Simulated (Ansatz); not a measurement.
Base system: TlBr in the CsCl type structure (space group Pm-3m, No. 221; a = 3.9145 Å).

Computed with DFT with PBEsol, PAW potentials and a 420 eV plane-wave cutoff in Ansatz (a first-principles code), no SOC, earlier PAW set.

One change was made to it. Results:

The shortest interatomic distance drops by 0.2725 Å, from 3.390 Å to 3.118 Å; the density grows by 2.07 g/cm³, from 7.87 g/cm³ to 9.94 g/cm³; the band gap changes from 1.59 eV to zero.

Problem. What was done to the base?
A. Tl → Bi
B. Br → As
C. Tl → B

Solution. B, Br → As. For comparison, the shortest interatomic distance in the other runs: Tl → B gives 2.846 Å; Tl → Bi gives 3.279 Å.

With Tl present, leaving out spin-orbit coupling can change the band edges. Whether these cells are dynamically stable was not tested. As relaxed here, TlAs, BBr and BiBr are hypothetical phases, not in the database extracts checked. The final runs are not spin-polarised.
